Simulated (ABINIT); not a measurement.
ABINIT run on PtAu (R-3m, 2 atoms in the cell): self-consistent single point.

Level of theory: LDA (PW92), PAW (JTH v2.0 LDA PAW) (plane waves; ABINIT).

The change in words: lattice scaled by 0.98. Reference geometry:
```yaml
crystal:
  lattice:
    - [1.40965, 0.81386, 4.75341]
    - [-1.40965, 0.81386, 4.75341]
    - [0.00000, -1.62772, 4.75341]
  atoms:
    - { symbol: Pt, position: [0.50000, 0.50000, 0.50000] }
    - { symbol: Au, position: [0.00000, 0.00000, 0.00000] }
```

Reference input (self-consistent single point, DFT, LDA (PW92), plane waves, PAW (JTH v2.0 LDA PAW)): pseudos = [Pt.LDA_PW-JTH.xml, Au.LDA_PW-JTH.xml]; ecut = 26 Ha; pawecutdg = 52 Ha; occopt = 3; tsmear = 0.05 eV; ngkpt = 11 11 11; nshiftk = 1; shiftk = 0 0 0; potentials = JTH v2.0 LDA PAW; nband = 16; kptopt = 1; nstep = 100. This run's input differs from it in these lines:

```diff
@@ -3,7 +3,7 @@
 pseudos "Pt.LDA_PW-JTH.xml, Au.LDA_PW-JTH.xml"
-acell 9.4946962251 9.4946962251 9.4946962251
+acell 9.3048026978 9.3048026978 9.3048026978
 rprim
-         0.2805621880    0.1619826548    0.9460689606
-        -0.2805621880    0.1619826548    0.9460689606
-         0.0000000000   -0.3239653096    0.9460689606
+         0.2805622183    0.1619826722    0.9460689486
+        -0.2805622183    0.1619826722    0.9460689486
+        -0.0000000000   -0.3239653445    0.9460689486
 natom 2
```

The program printed (abridged):

```
--- !BeginCycle
solver: {iscf: 17, nstep: 100, nline: 4, wfoptalg: 10, }
tolerances: {tolvrs: 1.00E-12, }
...

     iter   Etot(hartree)      deltaE(h)  residm     nres2
 ETOT  1  -61.219070013174    -6.122E+01 4.065E-01 1.069E+02
 ETOT  2  -61.606521419500    -3.875E-01 1.520E-01 8.795E+01
 ETOT  3  -61.514839852796     9.168E-02 5.891E-02 2.448E+01
 ETOT  4  -61.510203069868     4.637E-03 1.621E-02 4.598E-01
 ETOT  5  -61.513128278895    -2.925E-03 7.566E-03 1.147E+00
   [... 28 lines left out ...]
 ETOT 34  -61.513081617575     3.055E-13 8.900E-05 6.234E-11
 ETOT 35  -61.513081617574     1.137E-13 1.098E-04 3.174E-11
 ETOT 36  -61.513081617575    -2.203E-13 7.566E-05 5.509E-12
 ETOT 37  -61.513081617575    -7.674E-13 9.374E-05 8.827E-14
 At SCF step   37       nres2   =  8.83E-14 < tolvrs=  1.00E-12 =>converged.

 Cartesian components of stress tensor (hartree/bohr^3)
  sigma(1 1)= -1.78635427E-04  sigma(3 2)=  1.10215309E-12
  sigma(2 2)= -1.78635417E-04  sigma(3 1)=  0.00000000E+00
  sigma(3 3)= -3.38770597E-05  sigma(2 1)=  0.00000000E+00

 ----iterations are completed or convergence reached----

 reduced coordinates (array xred) for    2 atoms
       0.500000000000      0.500000000000      0.500000000000
       0.000000000000      0.000000000000      0.000000000000
 cartesian forces (eV/Angstrom) at end:
    1     -0.00000000000000    -0.00000000000000    -0.00000000000000
    2     -0.00000000000000    -0.00000000000000    -0.00000000000000
 frms,max,avg= 0.0000000E+00 0.0000000E+00   0.000E+00  0.000E+00  0.000E+00 e/A
   [... lines left out ...]
 Fermi (or HOMO) energy (hartree) =   0.31993   Average Vxc (hartree)=  -0.45739
 Fermi (or HOMO) energy (eV) =   8.70583   Average Vxc (eV)= -12.44632
   [... lines left out ...]
'-kT*entropy'       : -4.75866257289564E-04
total_energy        : -6.15130816368195E+01
total_energy_eV     : -1.67385607683101E+03
...

-Cartesian components of stress tensor (GPa)         [Pressure=  3.8360E+00 GPa]
- sigma(1 1)= -5.25563484E+00  sigma(3 2)=  3.24264580E-08
- sigma(2 2)= -5.25563454E+00  sigma(3 1)=  0.00000000E+00
- sigma(3 3)= -9.96697338E-01  sigma(2 1)=  0.00000000E+00

 Calculation completed.
```

The run converged in 37 iterations. 

The starting cell comes from a database of computed structures (which also holds hypothetical and non-ambient phases and stackings), without a prior relaxation at this level. For this run, on top of that: lattice scaled by 0.98. Spin polarisation is off. With a pressure of about 4 GPa the cell is away from its equilibrium volume at this level.

These are the values that this program gave, and no reference: the one-centre exchange-correlation terms come from a truncated expansion.

Cost on one core of a shared machine: roughly 7 min.
